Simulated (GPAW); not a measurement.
Short convergence ladders for Bi (R-3m, 2 atoms in the cell)

```
CELL_PARAMETERS angstrom
      4.14499    -2.26363     0.00000
      4.14499     2.26363     0.00000
      2.90880     0.00000     3.72073
ATOMIC_POSITIONS crystal
  Bi 0.23824 0.23824 0.23824
  Bi 0.76600 0.76600 0.76600
```

Base method: PBEsol, GPAW PAW datasets PBEsol (made by gpaw-setup) (plane waves; GPAW).

Base settings: mode = pw; ecut = 550 eV; xc = PBEsol; kpts = 4 4 4; mesh shift (steps) = 0 0 0; occupations.name = methfessel-paxton; occupations.width = 0.1 eV; occupations.order = 0; nbands = -8; convergence.forces = 0.001 eV/Å.

The count of work is k-points × plane waves × bands × iterations; it is no time. Core times come from one kind of shared machine, to one figure; runs under 30 s give none.

**The k-point mesh**

The second cell is the first with its lattice scaled by 0.98.

Only quantities that move along the ladder and can be compared are tabulated.

| kpts | free energy less the last step's (meV/atom) | energy of the compressed cell less the first (meV/atom) | pressure (GPa) | largest difference of a force vector from the last step's (eV/Å) | count of work / last |
|---|---|---|---|---|---|
| 2 2 2 | 939.28 | 96.56 | 5.59 | 2.935 | 0.019 |
| 4 4 4 | -24.42 | 10.18 | -0.80 | 0.257 | 0.047 |
| 5 5 5 | -20.31 | 9.66 | -0.83 | 0.154 | 0.078 |
| 7 7 7 | -11.82 | 11.41 | -0.74 | 0.030 | 0.16 |
| 9 9 9 | -4.39 | 12.56 | -0.62 | 0.016 | 0.35 |
| 10 10 10 | -2.19 | 12.54 | -0.62 | 0.017 | 0.48 |
| 13 13 13 | 0.00 | 12.85 | -0.60 | 0.000 | 1.0 |

State of the free energy at the end of the ladder: still drifting one way, by 4.4 meV/atom over the last two steps, so the last step is no safe reference.

Coarsest kpts that holds the energy of the compressed cell less the first within 1 meV/atom of the last step, with all finer ones: 9 9 9, at 0.35 of the last step's count of work; the step before is off by 1.4 meV/atom.

Coarsest kpts that holds the forces within 0.02 eV/Å: not settled: the last two steps still differ by 0.017 eV/Å, over half the tolerance, so the ladder does not show it.

**The k-point mesh at a smearing width of 0.05 eV**

In this ladder: occupations.width = 0.05 eV.

The second cell is the first with its lattice scaled by 0.98.

Only quantities that move along the ladder and can be compared are tabulated.

| kpts | free energy less the last step's (meV/atom) | energy of the compressed cell less the first (meV/atom) | pressure (GPa) | largest difference of a force vector from the last step's (eV/Å) | count of work / last | core time / last (rough) |
|---|---|---|---|---|---|---|
| 3 3 3 | -73.63 | 10.34 | -0.86 | 0.161 | 0.032 | – |
| 5 5 5 | -20.03 | 9.62 | -0.84 | 0.151 | 0.11 | – |
| 7 7 7 | -11.57 | 11.39 | -0.71 | 0.025 | 0.27 | 0.3 |
| 10 10 10 | -1.80 | 12.51 | -0.62 | 0.013 | 0.61 | 0.6 |
| 12 12 12 | 0.00 | 12.88 | -0.60 | 0.000 | 1.0 | 1 |

Coarsest kpts that holds the energy of the compressed cell less the first within 2 meV/atom of the last step, with all finer ones: 7 7 7, at 0.27 of the last step's count of work and about 0.3 of the last step's time; the step before is off by 3.3 meV/atom.

Coarsest kpts that holds the pressure within 0.2 GPa of the last step, with all finer ones: 7 7 7, at 0.27 of the last step's count of work and about 0.3 of the last step's time; the step before is off by 0.25 GPa.

Coarsest kpts that holds the forces within 0.02 eV/Å: not settled: the last two steps still differ by 0.013 eV/Å, over half the tolerance, so the ladder does not show it.

**The mesh under tetrahedron occupations**

In this ladder: occupations.name = improved-tetrahedron-method; occupations.width = default; occupations.order = default.

Only quantities that move along the ladder and can be compared are tabulated.

| kpts | free energy less the last step's (meV/atom) | pressure (GPa) | largest difference of a force vector from the last step's (eV/Å) | count of work / last | core time / last (rough) |
|---|---|---|---|---|---|
| 4 4 4 | -23.06 | -0.73 | 0.268 | 0.025 | – |
| 6 6 6 | -8.67 | -0.60 | 0.133 | 0.059 | – |
| 9 9 9 | -5.46 | -0.62 | 0.023 | 0.16 | 0.2 |
| 13 13 13 | -1.27 | -0.60 | 0.001 | 0.42 | 0.4 |
| 17 17 17 | 0.00 | -0.58 | 0.000 | 1.0 | 1 |

Coarsest kpts that holds the free energy within 5 meV/atom of the last step, with all finer ones: 13 13 13, at 0.42 of the last step's count of work and about 0.4 of the last step's time; the step before is off by 5.5 meV/atom.

Coarsest kpts that holds the forces within 0.01 eV/Å of the last step, with all finer ones: 13 13 13, at 0.42 of the last step's count of work and about 0.4 of the last step's time; the step before is off by 0.023 eV/Å.

Coarsest kpts that holds the pressure within 0.1 GPa of the last step, with all finer ones: 6 6 6, at 0.059 of the last step's count of work; the step before is off by 0.15 GPa.

On the base run: the starting cell has typed, rounded lattice constants, without a prior relaxation at this level. Its lattice was rescaled by up to half a per cent. One atom was moved a little off its site on purpose. Without a gap this mesh is coarse (it stands for a supercell whose shortest vector is 18 Å).
